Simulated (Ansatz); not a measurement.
Take AlAs in the zinc blende structure (space group F-43m, No. 216; a = 5.675 Å) as the base.

The other end (x = 1) is MgAs in the zinc blende structure (space group F-43m, No. 216; a hypothetical phase, not in the database extracts checked): 27.17 Å³/atom, gap zero; this end may not be an ambient phase.

Calculations: plane-wave PAW DFT at the PBEsol level (Ansatz, a quantum-chemistry and plane-wave program, 420 eV), without spin-orbit coupling.

Mg replaces a fraction x of Al; each row is one arrangement (x, atoms in the cell, starting space group or random), fully relaxed.

One change was made to it. Results:

The band gap changes from 1.34 eV to zero; the volume per atom increases by 0.83 Å³ to 23.67 Å³; the mixing energy is -0.04 eV/atom (to 0.01 eV only: unlike meshes or grids) (against an end that may be hypothetical); the mean first-shell distances amounts to Al–As 2.447 Å (end compound 2.457 Å), Mg–As 2.635 Å (end compound 2.604 Å).

**Question.** Which of these changes matches the shifts?
(A) x(Mg) = 0.333, 6 atoms, Imm2
(B) x(Mg) = 0.75, 8 atoms, P-43m
(C) x(Mg) = 0.667, 6 atoms, P3m1
(D) x(Mg) = 0.5, 8 atoms, P-4m2

**Answer.** A, x(Mg) = 0.333, 6 atoms, Imm2. For comparison, the mean first-shell distances in the other runs: x(Mg) = 0.667, 6 atoms, P3m1 gives Al–As 2.430 Å (end compound 2.457 Å), Mg–As 2.624 Å (end compound 2.604 Å); x(Mg) = 0.75, 8 atoms, P-43m gives Al–As 2.429 Å (end compound 2.457 Å), Mg–As 2.616 Å (end compound 2.604 Å); x(Mg) = 0.5, 8 atoms, P-4m2 gives Al–As 2.429 Å (end compound 2.457 Å), Mg–As 2.644 Å (end compound 2.604 Å).

Each cell is one ordered arrangement of few atoms, which overstates ordering effects compared with a random alloy. No phonon test of stability was made. The final runs are not spin-polarised. An odd electron count without spin: MgAl2As3, MgAs and Mg3AlAs4. Under x(Mg) = 0.333, 6 atoms, Imm2, x(Mg) = 0.667, 6 atoms, P3m1 and x(Mg) = 0.5, 8 atoms, P-4m2 the cell changed shape so far that it is another structure.
